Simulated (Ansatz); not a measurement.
The starting structures come from a database of crystals and need not be the phases stable at ambient conditions.

The decay constant κ of evanescent states in the gap governs leakage through a thin film.

Consider the following.

```yaml
crystal:
  lattice:
    - [6.90045, -0.08241, -0.05719]
    - [-0.15407, 8.93214, 0.01002]
    - [2.72806, 2.55764, 5.86942]
  atoms:
    - { symbol: Tl, position: [0.68287, 0.89808, 0.75084] }
    - { symbol: Tl, position: [0.31713, 0.10192, 0.24916] }
    - { symbol: Tl, position: [0.94086, 0.33567, 0.88677] }
    - { symbol: Tl, position: [0.05914, 0.66433, 0.11323] }
    - { symbol: Ge, position: [0.45467, 0.68497, 0.43231] }
    - { symbol: Ge, position: [0.54533, 0.31503, 0.56769] }
    - { symbol: Se, position: [0.27176, 0.08393, 0.76573] }
    - { symbol: Se, position: [0.72824, 0.91607, 0.23427] }
    - { symbol: Se, position: [0.10381, 0.72874, 0.51992] }
    - { symbol: Se, position: [0.89619, 0.27126, 0.48008] }
    - { symbol: Se, position: [0.52579, 0.50741, 0.22637] }
    - { symbol: Se, position: [0.47421, 0.49259, 0.77363] }
```

Space group of this cell: P-1. The cell was relaxed by PBE-D3(BJ); by r2SCAN its mean pressure is -0.7 GPa.

Transport runs along the normal of the first two printed cell vectors.

The gap is the functional's own, uncorrected, and κ follows it; spin-orbit coupling is left out. Mid-gap values are interpolated between the computed energies.

Question: Estimate the band gap and the smallest decay constant κ at mid-gap that r2SCAN (Ansatz, an electronic-structure program) returns for this system.

Answer: Gap 1.26 eV on a 6×4×6 mesh; κ = 0.185 1/Å, at (0.333, 0.000) of the in-plane reciprocal vectors. At the zone centre, at the nearest computed energy, the slowest state has κ = 0.23 1/Å.
